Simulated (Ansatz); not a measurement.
Computed paths: Li vacancy in ferroelectric LiNbO3, charge state -1

Consider Li vacancy in ferroelectric LiNbO3, charge state -1. Calculation: PBE, PAW (plane waves to 420 eV; Ansatz, a quantum-chemistry and plane-wave program).

120-site cell at the relaxed PBE lattice, the Γ point alone, smearing 0.01 eV, spin-restricted, no finite-size correction. No zero-point or tunnelling terms. The charge state is imposed; whether it is stable for some Fermi level was not computed. Forms of the defect that were not tried may lie lower.

Barriers: single points on a 2×2×2 k-point mesh shifted by half a step along c at the bands' geometries.

```tsv
Route	Start site over the lowest site run (eV)	Hop (Å)	Forward barrier (eV)	Backward barrier (eV)	Neighbours at the start	Neighbours at the saddle	Saddle order	Forward, on the band's own sampling (eV)
a nearby Li atom hops onto the vacant site	0.00	3.81	1.12	1.12	O at 2.05, O at 2.08, O at 2.09, O at 2.22, O at 2.26, O at 2.28 Å	O at 1.75, O at 1.82, O at 2.11 Å	not checked	1.12
```

Paths come from climbing-image nudged elastic band runs.
